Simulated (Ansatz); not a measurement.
Defect migration in monoclinic ZrO2 with all lengths changed by -1 %: O vacancy, charge state +2. The step: a nearby O atom hops onto the vacant site; the atom moves 1.94 Å along (-0.36, -0.09, -0.14) of the unit cell; from a vacant O site with 3 nearest neighbours to a vacant O site with 4 nearest neighbours; the moving atom starts with neighbours O at 2.59, O at 2.64, O at 2.67; Zr at 2.10, Zr at 2.14, 2 Zr at 2.36 Å and ends with Zr at 2.04, Zr at 2.07, Zr at 2.26 Å. DFT values are from Ansatz (plane-wave PAW, 420 eV unless said) in a cell of 96 host sites, spin-restricted, static, with no finite-size correction. The charge state is imposed; whether it is stable for some Fermi level was not computed. Forms of the defect that were not tried may lie lower. For the PBE band: the saddle point's order was not checked.

```
Level                                                              Forward barrier (eV)  Cost of the band or of the saddle's single point
-----------------------------------------------------------------  --------------------  ------------------------------------------------
CHGNet universal potential (has no charge state), its own band                     0.71                                                 -
PBE, the Γ point alone, band relaxed                                               0.87                    around 19 core-minutes (rough)
PBE, a 2×2×2 k-point mesh shifted by half a step, same geometries                  0.89                     around 6 core-minutes (rough)
```

Ansatz is a first-principles code.
